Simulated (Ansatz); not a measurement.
For CsCl-type PdIn, BLYP in Ansatz (PAW) gives:

* **equilibrium lattice constant a**: 3.391 Å
* **bulk modulus B0**: 82.4 GPa
* **cohesive energy**: 2.72 eV/atom
* **formation enthalpy**: -0.375 eV/atom

### Question
What does r²SCAN-D4 (Ansatz, a quantum-chemistry and plane-wave program, PAW) give for the same quantities?

### Answer

- lattice constant a: 3.257 Å (drops by 4.0 %)
- bulk modulus: 138 GPa (goes up by 67 %)
- cohesive energy: 3.97 eV/atom (goes up by 1.25 eV/atom)
- formation enthalpy: -0.587 eV/atom (moves by -0.212 eV/atom)

Changes are worked out from the printed values.

Unless a cell is named, each level is at its own relaxed cell (BLYP 19.49, r²SCAN-D4 17.27 Å³/atom).

Levels without +SOC leave out spin–orbit coupling, which shifts energies and cells of such heavy elements.

The crystal itself was run without spin with BLYP, r²SCAN-D4; a magnetic state was not tried in these runs.

Caveats: an element that serves as reference has a cell well above its measured volume (BLYP); the cell is over a tenth larger than the published one: the level's own overestimate first of all, though another phase or state, or a fault of the published cell, is possible (BLYP). Ansatz's density-functional and Hartree–Fock values are scalar-relativistic unless marked +SOC, with PAW data made under PBE.
